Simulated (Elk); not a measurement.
Input and output of a self-consistent single point for NaF (Fm-3m, 2 atoms in the cell) (Elk).

Method of the run: LDA (PW92), all-electron FP-LAPW, Elk's shipped species files, LAPW+lo basis (Elk 10.2.4).

```
NaF
1.0
    0.00000     2.29047     2.29047
    2.29047     0.00000     2.29047
    2.29047     2.29047     0.00000
Na F
1 1
Direct
  0.00000   0.00000   0.00000
  0.50000   0.50000   0.50000
```

Reference input (self-consistent single point, DFT, PBE, all-electron FP-LAPW, Elk's shipped species files, LAPW+lo basis): xctype = 20; rgkmax = 8; stype = 3; swidth = 0.000734986 Ha; ngridk = 6 6 6; gmaxvr = 16 1/bohr; nxoapwlo = 1; rmtscf = 0.97. This run's input differs from it in these lines:

```diff
@@ -4,3 +4,3 @@
 xctype
-  20
+  3
```

Output, abridged:

```
│ Self-consistent loop started │
│ Loop number : 1 │
 total energy                :     -264.492067080
│ Loop number : 2 │
 total energy                :     -264.428710063
RMS change in Kohn-Sham potential (target) :   0.2528690631     (  0.1000000000E-05)
Absolute change in total energy (target)   :   0.6335701780E-01 (  0.1000000000E-03)
│ Loop number : 3 │
 total energy                :     -263.288702740
RMS change in Kohn-Sham potential (target) :   0.1488497763     (  0.1000000000E-05)
Absolute change in total energy (target)   :    1.155846578     (  0.1000000000E-03)
│ Loop number : 4 │
   [... lines left out ...]
Absolute change in total energy (target)   :   0.4565250454E-03 (  0.1000000000E-03)
│ Loop number : 13 │
 total energy                :     -261.185279064
RMS change in Kohn-Sham potential (target) :   0.7058998469E-06 (  0.1000000000E-05)
Absolute change in total energy (target)   :   0.1088216797E-03 (  0.1000000000E-03)
│ Loop number : 14 │
 total energy                :     -261.185291408
RMS change in Kohn-Sham potential (target) :   0.8852830198E-07 (  0.1000000000E-05)
Absolute change in total energy (target)   :   0.1486128377E-04 (  0.1000000000E-03)
Convergence targets achieved

│ Loop number : 15 │

Energies :
 Fermi                       :    -0.733451814115E-01
 total energy                :     -261.185292911

Density of states at Fermi energy :   0.1360276258E-06
 (states/Hartree/unit cell)

Estimated indirect band gap :   0.2254895785
 from k-point      1 to k-point      1
Estimated direct band gap   :   0.2254895785
 at k-point      1

Charges :
 core                        :    4.000000000
 valence                     :    16.00000000
 interstitial                :   0.9968033828
 muffin-tins (core leakage)
  species :    1 (Na)
   atom    1                 :    10.05941716     (  0.1021405183E-12)
  species :    2 (F)
   atom    1                 :    8.943779462     (  0.1911959480E-10)
 total in muffin-tins        :    19.00319662
 total calculated charge     :    20.02649225
 total charge                :    20.00000000
 error                       :   0.2649224923E-01

│ Self-consistent loop stopped │
```

The run converged in 15 iterations. The count includes the last loop, which Elk runs after its targets are met. Against the reference run the gap on the mesh goes from 6.537 to 6.136 eV.

The starting cell comes from a database of computed structures (which also holds hypothetical and non-ambient phases and stackings), without a prior relaxation at this level. Its lattice was rescaled by a random factor within 2.5 % of one. Values depend on the basis (sphere radii, cutoffs, local orbitals), which need not be converged.
